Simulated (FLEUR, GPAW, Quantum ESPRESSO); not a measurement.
Code comparison for KCeF4 (P4/mmm, 6 atoms in the cell)

Self-consistent single point.

```
CELL_PARAMETERS angstrom
      4.02997     0.00000     0.00000
      0.00000     4.02997     0.00000
      0.00000     0.00000     6.17588
ATOMIC_POSITIONS crystal
  K  0.00000 0.00000 0.00000
  Ce 0.50000 0.50000 0.50000
  F  0.50000 0.00000 0.71414
  F  0.50000 0.00000 0.28586
  F  0.00000 0.50000 0.71414
  F  0.00000 0.50000 0.28586
```
Moments meant for the start (each program seeds them in its own way; μB, in the order of the atoms K Ce F F F F): 0.0 1.0 0.0 0.0 0.0 0.0.

All programs got the same cell, k-point mesh and kind of occupations, and the same starting moments (in Quantum ESPRESSO's words: occupations = smearing; smearing = fd; degauss = 0.0099958 Ry; nspin = 2; K_POINTS = automatic 5 5 4 0 0 0); potentials, basis and cutoffs are each program's usual ones.

| code | model | largest force (eV/Å) | size of the net moment (μB/atom) | cutoff |
|---|---|---|---|---|
| Quantum ESPRESSO | LDA (PZ), SSSP 1.1.2 efficiency (PBE) pseudopotentials | 0.111 | 0.00 | 50 Ry |
| GPAW | LDA (Perdew-Wang 92), GPAW PAW datasets LDA (gpaw-data 1.0.1) | 0.129 | 0.16 | 950 eV |
| FLEUR | LDA (Perdew-Zunger), all-electron FLAPW (FLEUR), scalar-relativistic valence | 0.138 | 0.16 | Kmax 4 1/bohr |

The net moments differ, which can mean other magnetic states; other values may part for that reason too.

The spread over the programs that give each value: largest force within 0.027 eV/Å; size of the net moment within 0.16 μB/atom.

The starting cell comes from a database of computed structures (which also holds hypothetical and non-ambient phases and stackings), without a prior relaxation at this level. On Quantum ESPRESSO's run: Spin-orbit coupling is off. The starting moments vanished: the run ended non-magnetic, which need not be the lowest state. The f electrons are in the valence without U or exact exchange, which can misplace them near the Fermi level. Spin-orbit terms, which matter for f shells, are left out. In the base run, with a pressure of about -4 GPa the cell is away from its equilibrium volume at this level.

### Question
Why do the programs differ, and what cannot be compared?

### Answer
Differences of this kind can come from the potentials, where these differ, and from what each basis and cutoff leave unconverged. The zero of total energies and Fermi levels follows the potentials and each program's conventions, so they are not compared here. FLEUR treats all electrons, but the usual bases taken here (sphere radii, linearisation, local orbitals, empty states) were not tested for convergence, so the values are no reference for the others. Site moments depend on each program's spheres or projections; the total moment of the cell does not.

Left out of this page: Ansatz (with a known weakness of the program); Elk (unsound by tests on forces, stress, charge or solver warnings).
